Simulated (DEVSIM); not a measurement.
## abrupt Si p-n junction

Structure: abrupt Si p-n junction, at 250 K.

| layer (left to right) | material | thickness (μm) | Nd (cm⁻³) | Na (cm⁻³) | τn (s) | τp (s) |
|---|---|---|---|---|---|---|
| 1 | Si | 39.0 | - | 1.6e17 | 3.6e-5 | 3.6e-5 |
| 2 | Si | 15.0 | 6.2e17 | - | 3.6e-5 | 3.6e-5 |

Left contact: ohmic. Right contact: ohmic. Voltage is applied to the left contact. Recombination: SRH at mid-gap. Mobility is constant in doping.

This is a model device: material constants are rounded textbook-type values typed into the input, and sizes, dopings and lifetimes were drawn at random. Values at 300 K; Nc and Nv go as T^1.5, mobilities as T to minus their exponent, the gap by Varshni's rule with the affinity fixed.

```csv
parameter,Si
gap (eV),1.124
affinity (eV),4.05
permittivity,11.7
Nc (cm⁻³),2.86e19
Nv (cm⁻³),3.1e19
μn (cm²/Vs),1417
μp (cm²/Vs),470
T exponent of μn,2.3
T exponent of μp,2.2
Varshni α (eV/K),0.000473
Varshni β (K),636
```

Simulated with DEVSIM: 1D drift-diffusion, Boltzmann statistics, complete ionisation; no tunnelling, impact ionisation, image-force lowering or self-heating.

```json
{
 "potential_step_across_the_device_at_zero_bias": "0.952 V",
 "largest_field_in_the_device_at_zero_bias": "190000 V/cm",
 "Dark forward voltage at 1 A/cm²": "0.795 V",
 "Dark forward voltage at 100 A/cm²": "0.899 V"
}
```

Dark forward current:

(V (V), J (A/cm²)): (0.35, 1.4e-9); (0.40, 1.2e-8); (0.45, 1.1e-7); (0.50, 1.1e-6); (0.55, 1.1e-5); (0.60, 0.00012); (0.65, 0.0012); (0.70, 0.012); (0.75, 0.12); (0.80, 1.2); (0.85, 12); (0.90, 100); (0.95, 520); (1.00, 1500); (1.05, 3200)
